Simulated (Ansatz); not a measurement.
Consider the following.

```yaml
crystal:
  lattice:
    - [3.97654, 0.00000, 0.00000]
    - [1.98827, 3.44378, 0.00000]
    - [1.98827, -1.14793, 3.19034]
  atoms:
    - { symbol: Be, position: [0.00148, 0.99926, 0.99777] }
    - { symbol: Te, position: [0.49852, 0.25074, 0.75223] }
```

No spin polarisation.

Level of theory: LDA/PAW in Ansatz (a first-principles code), no spin-orbit coupling. k-mesh 10×10×10 (Γ-centred); smearing 0.05 eV (Fermi–Dirac).

### Question
What band gap does the calculation give?

### Answer
1.74 eV.

### Question
Estimate the gap character.

### Answer
Indirect, Γ → F.

### Question
What is the computed pressure (mean of the normal stresses, compression positive)?

### Answer
-1.19 GPa.

Spin-orbit coupling, missing from the scalar runs, can matter with Te. The cells carry an imposed strain or load. Whether these cells are dynamically stable was not tested. The cell was made from BeTe in the zinc blende structure (space group F-43m, No. 216) by this change: biaxial strain +1.25 %, plane normal [111], relaxed out of plane.
